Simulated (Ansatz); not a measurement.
Consider Nb in the bcc (W type) structure (space group Im-3m, No. 229; a = 3.311 Å; relaxed with 0.1 eV smearing).

Calculations: Kohn–Sham DFT with the PBE functional, run in Ansatz (a first-principles code) with PAW and 420 eV plane waves, without spin-orbit coupling.

Strains are applied to the cell and any free atomic positions relax.

One change was made to it. Results:

The energy goes up by 33 meV/atom; the pressure goes from zero to -9.0 GPa.

Question: Which change produced these results?
(A) isotropic strain −2.50 %
(B) isotropic strain −0.50 %
(C) isotropic strain +3.00 %
(D) isotropic strain +2.00 %

Answer: D, isotropic strain +2.00 %. For comparison, the energy relative to the base in the other runs: isotropic strain −0.50 % gives +2.2 meV/atom; isotropic strain −2.50 % gives +58 meV/atom; isotropic strain +3.00 % gives +72 meV/atom.

No phonon test of stability was made. The final runs are not spin-polarised.
